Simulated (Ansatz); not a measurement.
**NaI: band gap against strain**

NaI (rock salt, Fm-3m, 32.800 Å³/atom at rest, cube axes along x, y and z) under a strain ε along a cube axis (axis z), the other axes held. PBEsol in Ansatz, a plane-wave DFT program (PAW, default set), 420 eV, 9×9×9 Γ-centred mesh, Fermi-Dirac smearing 0.05 eV; ions are relaxed within the symmetry of each cell. Gaps are the smallest over the k-mesh and a band path, without spin-orbit coupling; in all rows the valence edge lies at Γ and the conduction edge at Γ.

Here s stands for strain and Eg for gap.

| strain (%) | gap (eV) |
|---|---|
| 0.00 | 3.596 |
| 0.50 | 3.578 |
| 1.00 | 3.562 |
| 1.50 | 3.545 |
| 3.00 | ? |

Fit Eg of the 4 rows that show it with a straight line. Means: s 0.75000, Eg 3.5702. About the means, the sum of products is -0.042250 and the sum of squares of s is 1.2500; the slope is their ratio. Least squares gives Eg = 3.5956 - 0.03380·s. Residuals (row less fit): 0.0004, -0.0007, 0.0002, 0.0001; standard error 0.0006 (degrees of freedom: 2). Over these rows the gap moves by -3.4 ± 0.05 eV per unit strain.

Q: Predict the withheld Eg at s = 3.00 from the fit, and compare with the calculation.

A: Eg = 3.5956 - 0.03380 × 3.0 = 3.4942 eV. The calculation gives 3.499 eV, 0.0048 eV above the prediction (4.9 % of the range of Eg in the table). The row lies outside the fitted rows, so this is an extrapolation. The fitted rows scatter only by rounding.

One order more, fitted to all 7 runs of the series, follows each within 0.001, so the miss is the next term of a smooth law. Spin-orbit coupling is left out, which can shift this property for NaI. Rows are the converged runs of the series near zero and its far end; series whose fitted rows scatter by over a few per cent of the range, as at a crossing or softening among them, aren't shown in this form. Most that stay on the fit to the last digits aren't either.
